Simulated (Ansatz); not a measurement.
Si (diamond structure), Σ5 (001) twist. One As atom replaces one Si atom in a bicrystal of 70 atoms (one solute to 75 Å² of one boundary, a high coverage); atoms relaxed, cell held. Energies count from the site farthest from both boundaries, which lies only 4.7 Å away; negative means that the solute is drawn to the site. The cell is neutral, and spin is allowed where the electrons are odd. k-points: Γ-centred 3×3×1 mesh; occupations: Fermi-Dirac, 0.050 eV; spin-polarised, moments started parallel. No spin-orbit coupling.

Sites tried, by distance from the nearest boundary plane (Å): 0.02, 0.40, 0.77, 1.49.

Task: Does As segregate by PBE (Ansatz, a first-principles code), and with what energy at each site?

Result: 0.02 Å: -0.05 eV; 0.40 Å: -0.08 eV; 0.77 Å: 0.03 eV; 1.49 Å: -0.11 eV. The most favoured site tried binds it by 0.11 eV.
